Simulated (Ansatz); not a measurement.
# Cu under a change: Au on a Cu site, symmetric start

The parent structure is a 12-atom supercell of Cu in the fcc (Cu type) structure (space group Fm-3m, No. 225; a = 3.5768 Å) at its relaxed geometry.

Now apply this change: one Cu atom is replaced by Au, atoms relaxed at fixed cell.

Computed with Ansatz (an electronic-structure program), r2SCAN, PAW, cutoff 500 eV, no spin-orbit coupling. Settings: 8×6×8 k-points, 0.05 eV Fermi–Dirac smearing.

The pressure goes from zero to 9.0 GPa and the energy gained by relaxation comes out as 0.12 eV. The mean distance from the defect site to its nearest host atoms increases by 0.04 Å to 2.57 Å.

Cost of the whole job for the changed cell (relaxation, final SCF and bands): roughly 9 core-minutes.

In so small a cell the defect repeats every few ångströms: this is an ordered compound, not a dilute defect. The defect started on the symmetric site and kept its symmetry, so it may sit on a saddle. The final runs are not spin-polarised. The defect cell is not spin-polarised.
